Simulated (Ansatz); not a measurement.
Here is the system:

```
CELL_PARAMETERS angstrom
      2.68896     0.00000     0.00000
     -1.34448     2.32870     0.00000
      0.00000     0.00000     4.24482
ATOMIC_POSITIONS crystal
  Ru 0.66667 0.33333 0.75000
  Ru 0.33333 0.66667 0.25000
```

No spin polarisation.

The values are results of DFT with LDA, PAW potentials and a 420 eV plane-wave cutoff in Ansatz (a program for electronic structure), no spin-orbit coupling, not measurements. k-mesh 25×25×14 (Γ-centred); smearing 0.1 eV (Fermi–Dirac).

Question: Predict the band gap, pressure and space group.

Answer: The band gap is zero. The pressure (mean of the normal stresses, compression positive) is -5.3 GPa. The space group is P6_3/mmc (No. 194).

The cells carry an imposed strain or load. Whether these cells are dynamically stable was not tested. All final runs are without spin polarisation. The cell was made from Ru in the hcp (Mg type) structure (space group P6_3/mmc, No. 194) by this change: isotropic strain +0.50 %.
